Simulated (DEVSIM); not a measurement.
System: Si n-i-p diode, at 300 K.

Layer 1 from the left is Si, thickness (μm) 0.130, Nd (cm⁻³) 1.4e17, τn (s) 0.0004, τp (s) 0.0004. Layer 2 from the left is Si, thickness (μm) 8.30, Na (cm⁻³) 1.9e11, τn (s) 0.0004, τp (s) 0.0004. Layer 3 from the left is Si, thickness (μm) 2.30, Na (cm⁻³) 1.4e16, τn (s) 0.0004, τp (s) 0.0004.

Left contact: ohmic. Right contact: ohmic. Voltage is applied to the left contact. Recombination: SRH at mid-gap, radiative, Auger. Mobility is constant in doping.

Constants are typed, rounded textbook-type inputs, not results; the design itself was drawn at random and stands for no fabricated device. Values at 300 K.

Si: gap (eV) 1.124, affinity (eV) 4.05, permittivity 11.7, Nc (cm⁻³) 2.86e19, Nv (cm⁻³) 3.1e19, μn (cm²/Vs) 1417, μp (cm²/Vs) 470, B (cm³/s) 4.7e-15, Cn (cm⁶/s) 2.8e-31, Cp (cm⁶/s) 9.9e-32.

Model (solved in DEVSIM): 1D drift-diffusion, Boltzmann statistics, complete ionisation; no tunnelling, impact ionisation, image-force lowering or self-heating.

Problem. What does the simulation give for the dark forward voltage at 1 A/cm², the dark forward voltage at 100 A/cm²?

Solution. dark forward voltage at 1 A/cm² 0.569 V; dark forward voltage at 100 A/cm² 0.738 V.
